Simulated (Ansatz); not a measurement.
Fermi-surface data of ZrN (Fm-3m)

Consider the following.

```yaml
crystal:
  lattice:
    - [0.00000, 2.27641, 2.27641]
    - [2.27641, 0.00000, 2.27641]
    - [2.27641, 2.27641, 0.00000]
  atoms:
    - { symbol: Zr, position: [0.50000, 0.50000, 0.50000] }
    - { symbol: N, position: [0.00000, 0.00000, 0.00000] }
```

All values below come from PBEsol, rigid bands (plane waves, PAW, scalar-relativistic; Ansatz, a first-principles code). Cell: cell and atoms relaxed with PBEsol.

- density of states at the Fermi level = 0.650 states/(eV·cell), both spins
- bare Sommerfeld coefficient = 0.77 mJ/(mol of atoms·K²)
- Drude plasma energy = 8.9 eV
- root-mean-square Fermi velocity = 1.1e6 m/s
- resistivity times τ = 6.2 ×10⁻²² Ω·m·s

A metal at this level (no band gap); rigid bands, thermally averaged at 300 K, both spins. Spin-orbit coupling is left out. τ is one relaxation time for all states.
